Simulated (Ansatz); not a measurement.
## How far PBE and r2SCAN part for AlN, isotropic strain −1.98 %

Take AlN in the wurtzite structure (space group P6_3mc, No. 186; a = 3.130 Å, c = 5.018 Å) as the base.

(Cell as relaxed with PBE.)

Levels (all Ansatz, a quantum-chemistry and plane-wave program, PAW): PBE (420 eV, no SOC); r2SCAN (500 eV, no spin-orbit coupling).

Each level relaxes its own structure.

```json
[
 {"base": "volume per atom", "PBE": "10.65 Å³", "r2SCAN": "10.40 Å³"},
 {"base": "lattice parameter a", "PBE": "3.130 Å", "r2SCAN": "3.107 Å"},
 {"base": "band gap", "PBE": "4.03 eV", "r2SCAN": "4.88 eV"}
]
```

It is then changed as follows: an isotropic linear strain of −1.98 %; the atoms relax in the strained cell.

| quantity | PBE | r2SCAN |
|---|---|---|
| band gap | 4.56 eV | 5.44 eV |
| pressure (mean of the normal stresses, compression positive) | 13.03 GPa | 14.20 GPa |

PBE's band gap lies 0.88 eV below r2SCAN's; PBE's pressure lies 1.163 GPa below r2SCAN's. Neither level is exact; r2SCAN is the comparison here, not a measurement.

Stability against distortions was not tested.
